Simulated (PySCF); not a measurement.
PySCF 2.14.0, PBE0/def2-tzvp: Hf(Me)(H)3 ([CH3][HfH3]), 8 atoms. The geometry is a generated start, not checked to be a minimum at this level.

```yaml
task: energy and gradient
method: pbe0
basis: def2-tzvp
mol.max_memory: 7000 MB
mf.init_guess: minao (default)
mf.DIIS: CDIIS (default)
mf.diis_space: 8 (default)
mf.conv_tol: 1e-09 (default)
mf.grids.level: 3 (default)
effective_core_potentials: those of the basis set, past Kr
basis functions (reference run): 107
grid points (reference run): 96760
```

```xyz
8

Hf     0.9641    -0.0617     0.5036
C     -1.1087     0.0682    -0.5758
H     -1.1017    -0.2716    -1.6214
H     -1.5287     1.0829    -0.6326
H     -1.9128    -0.5220    -0.1134
H      2.3034     0.8399    -0.4951
H      0.8776     0.7269     2.2251
H      1.5069    -1.8625     0.7096
```
Charge 0, spin multiplicity 1.

The reference run uses exact four-centre integrals. Each setting ran once; only counts and results are compared.

Settings tried, all else as in the reference:
- density fitting, auxbasis = def2-universal-jfit
- density fitting, auxbasis = autoaux
- density fitting
- density fitting of J alone, exact K

Q: Which of these stay within 0.10 meV/atom in energy, 1.0 meV/Å in forces (largest component) of the reference run?

A: Within it: density fitting, auxbasis = autoaux. Outside: density fitting; density fitting of J alone, exact K; density fitting, auxbasis = def2-universal-jfit.

| setting | energy against the reference | difference in forces (largest component) |
|---|---|---|
| density fitting, auxbasis = autoaux | −0.0031 meV/atom | 0.024 meV/Å |
| density fitting | −0.16 meV/atom | 1.6 meV/Å |
| density fitting of J alone, exact K | −0.21 meV/atom | 1.9 meV/Å |
| density fitting, auxbasis = def2-universal-jfit | +28 meV/atom | 23 meV/Å |

Total energies are compared; such shifts often cancel in part in energy differences. def2-universal-jfit is made for Coulomb alone and misses functions that exchange needs. No test of the SCF solution's stability was run. Also tried and not ranked: density fitting, auxbasis = def2-universal-jkfit (same energy as a listed run); COSX exchange (sgx_fit, pjs) with fitted J, mf.with_df.grids_level_i = 1, mf.with_df.grids_level_f = 1 (gradient came out as NaN); COSX exchange (sgx_fit, pjs) with fitted J, mf.with_df.grids_level_i = 1, mf.with_df.grids_level_f = 2 (default) (gradient came out as NaN); COSX exchange (sgx_fit, pjs) with fitted J, mf.with_df.grids_level_i = 1, mf.with_df.grids_level_f = 3 (gradient came out as NaN); COSX exchange (sgx_fit, pjs) with fitted J, mf.with_df.grids_level_i = 1, mf.with_df.grids_level_f = 4 (gradient came out as NaN). The tolerance is a choice made for this comparison.
